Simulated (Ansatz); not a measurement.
```xyz
34
Lattice="3.8678 -0.0006 0.0222 3.8675 5.4656 0.3623 1.7699 3.0973 26.8989" Properties=species:S:1:pos:R:3 pbc="T T T"
Si     3.0536     3.5402     3.1074
Si     4.9874     4.8969     3.1454
Si     5.0001     6.3033     1.2257
Si     3.0614     2.2938     1.1108
Si     3.0289     3.2911     6.9325
Si     4.9626     4.6570     7.0227
Si     4.9751     6.1437     5.1693
Si     3.0411     2.0382     4.9273
Si     3.0064     3.0560    10.7759
Si     4.9400     4.4162    10.8971
Si     4.9514     5.9027     9.0436
Si     3.0174     1.8030     8.7707
Si     2.9855     2.8010    14.5927
Si     4.9205     4.2570    14.8408
Si     4.9297     5.6631    12.9210
Si     2.9965     1.5542    12.5959
Co     2.9724     2.9207    18.3963
Co     4.9160     5.6083    16.7430
Co     2.9515     2.6547    22.1508
Co     4.8960     5.5362    20.4528
Co     2.9295     2.5839    25.8603
Co     4.8741     5.2704    24.2076
Si     4.9055     4.2162    18.5887
Si     2.9815     4.4792    16.7800
Si     6.8495     6.9878    16.9322
Si     4.9058     7.0193    18.6571
Si     4.8860     4.0140    22.2161
Si     2.9623     4.1768    20.3878
Si     6.8295     6.8648    20.5521
Si     4.8848     6.7917    22.4140
Si     4.8645     3.7131    25.8250
Si     2.9403     3.9752    24.0149
Si     6.8085     6.6369    24.3087
Si     4.8625     6.6704    26.0329
```

The first 16 atoms are the substrate (Si), the rest the film (CoSi2).

These are PBE (plane waves to 420 eV, PAW; Ansatz, a first-principles code) values and carry that method's errors. No spin–orbit coupling; the runs are not spin-polarised; PBE gaps are too small against experiment. Its k-point mesh 10×6×1, Fermi–Dirac width 0.05 eV.

Problem. Describe the bonding at the interfaces and give the barriers.

Solution. A periodic stack without vacuum, fluorite-type CoSi2 (1 1 0) on silicon (1 1 0) (film strained to the substrate, faces as cut): substrate slab Si16, film Co6Si12, surface cells [[0, -1], [1, -1]] and [[0, -1], [1, -1]], film strained by +2.1 and +2.1 %, faces Si/Si and CoSi/CoSi as cut (like faces can put a slab off its formula).
```
Quantity                                                                                   Result
--------------------------------------------------------------------------------  ---------------
interface area                                                                            21.2 Å²
period                                                                                    26.64 Å
gaps between the outermost planes at the two interfaces                           1.81 and 1.81 Å
Co–Si contacts across the interfaces within 1.22 times the sum of covalent radii   2, mean 2.33 Å
Si–Si contacts across the interfaces within 1.22 times the sum of covalent radii   2, mean 2.35 Å
hole barrier (PBE)                                                                        0.34 eV
electron barrier (PBE)                                                                    0.26 eV
```
